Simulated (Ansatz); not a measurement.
**Mo3Se4, pressure series**

The parent structure is Mo3Se4 (space group R-3, No. 148).

```cif
data_Mo6Se8
_chemical_formula_sum 'Mo6 Se8'
_space_group_name_H-M_alt 'P 1'
_space_group_IT_number 1
_cell_length_a 6.61507
_cell_length_b 6.61507
_cell_length_c 6.61507
_cell_angle_alpha 91.368
_cell_angle_beta 91.368
_cell_angle_gamma 91.368
loop_
_space_group_symop_operation_xyz
  'x, y, z'
loop_
_atom_site_label
_atom_site_type_symbol
_atom_site_fract_x
_atom_site_fract_y
_atom_site_fract_z
_atom_site_occupancy
Mo1 Mo 0.58616 0.77737 0.45306 1
Mo2 Mo 0.41384 0.22263 0.54694 1
Mo3 Mo 0.45306 0.58616 0.77737 1
Mo4 Mo 0.54694 0.41384 0.22263 1
Mo5 Mo 0.77737 0.45306 0.58616 1
Mo6 Mo 0.22263 0.54694 0.41384 1
Se1 Se 0.78498 0.78498 0.78498 1
Se2 Se 0.21502 0.21502 0.21502 1
Se3 Se 0.87298 0.61926 0.25238 1
Se4 Se 0.12702 0.38074 0.74762 1
Se5 Se 0.25238 0.87298 0.61926 1
Se6 Se 0.74762 0.12702 0.38074 1
Se7 Se 0.61926 0.25238 0.87298 1
Se8 Se 0.38074 0.74762 0.12702 1
```

Cell and atoms are relaxed at each pressure.

Calculations: PBEsol (Ansatz, an electronic-structure program; PAW; 420 eV plane waves; no SOC).

Notes on the quantities. enthalpy: H = E + PV relative to the base's energy.

```json
[
 {"case": "base", "density": "6.93 g/cm³", "enthalpy": "–", "shortest interatomic distance": "2.523 Å"},
 {"case": "pressure −2 GPa", "density": "6.61 g/cm³", "enthalpy": "-0.26 eV/atom", "shortest interatomic distance": "2.531 Å"},
 {"case": "pressure −1 GPa", "density": "6.79 g/cm³", "enthalpy": "-0.13 eV/atom", "shortest interatomic distance": "2.530 Å"},
 {"case": "pressure 0.3 GPa", "density": "6.97 g/cm³", "enthalpy": "+0.04 eV/atom", "shortest interatomic distance": "2.521 Å"},
 {"case": "pressure 0.7 GPa", "density": "7.02 g/cm³", "enthalpy": "+0.09 eV/atom", "shortest interatomic distance": "2.518 Å"},
 {"case": "pressure 1.5 GPa", "density": "7.11 g/cm³", "enthalpy": "+0.19 eV/atom", "shortest interatomic distance": "2.513 Å"},
 {"case": "pressure 3 GPa", "density": "7.26 g/cm³", "enthalpy": "+0.38 eV/atom", "shortest interatomic distance": "2.504 Å"},
 {"case": "pressure 5 GPa", "density": "7.43 g/cm³", "enthalpy": "+0.62 eV/atom", "shortest interatomic distance": "2.493 Å"},
 {"case": "pressure 7.5 GPa", "density": "7.63 g/cm³", "enthalpy": "+0.92 eV/atom", "shortest interatomic distance": "2.481 Å"},
 {"case": "pressure 10 GPa", "density": "7.80 g/cm³", "enthalpy": "+1.21 eV/atom", "shortest interatomic distance": "2.470 Å"}
]
```

Load acts through the strain it causes; cell and atoms are relaxed under it. Whether these cells are dynamically stable was not tested. No other phases were tried under pressure. The final runs are not spin-polarised.
